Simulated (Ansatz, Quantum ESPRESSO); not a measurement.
**NiTeSe (P3m1, 3 atoms in the cell) computed with different codes at matched settings**

Self-consistent single point.

```
CELL_PARAMETERS angstrom
      3.67925     0.00000     0.00000
     -1.83963     3.18632     0.00000
      0.00000     0.00000     5.10108
ATOMIC_POSITIONS crystal
  Ni 0.00000 0.00000 0.01287
  Te 0.66667 0.33333 0.74931
  Se 0.33333 0.66667 0.23782
```

Shared settings, as Ansatz (an electronic-structure program) writes them: kpoints.mp_grid.grid = 7 7 5; magnetization.spin_orbit = true; scf.occupations.method = fermi_dirac; scf.occupations.width = 0.1 eV. Potentials and cutoffs stand in the table.

```json
[
 {"code": "Quantum ESPRESSO", "model": "PBEsol, spin-orbit coupling, PSlibrary fully relativistic ultrasoft (PBE) pseudopotentials", "pressure (GPa)": "0.70", "largest force (eV/Å)": "0.385", "cutoff": "50 Ry"},
 {"code": "Ansatz", "model": "PBEsol with spin-orbit coupling, PAW files made with PBE", "pressure (GPa)": "-0.06", "largest force (eV/Å)": "0.280", "cutoff": "420 eV"}
]
```

Size of the force on each atom (eV/Å): Sizes of forces hide their directions.

| code | Ni1 | Te2 | Se3 |
|---|---|---|---|
| Quantum ESPRESSO | 0.180 | 0.385 | 0.205 |
| Ansatz | 0.163 | 0.280 | 0.118 |

The spread over the programs that give each value: pressure within 0.76 GPa; largest force within 0.105 eV/Å.

Ansatz's pressure is given at a fixed set of plane waves, as the other plane-wave codes print theirs; with its correction for the finite basis it is 0.00 GPa.

The starting cell comes from a database of computed structures (which also holds hypothetical and non-ambient phases and stackings), without a prior relaxation at this level. Its lattice was rescaled by a random factor within 2.5 % of one.

Keys are those of Ansatz 0.2.
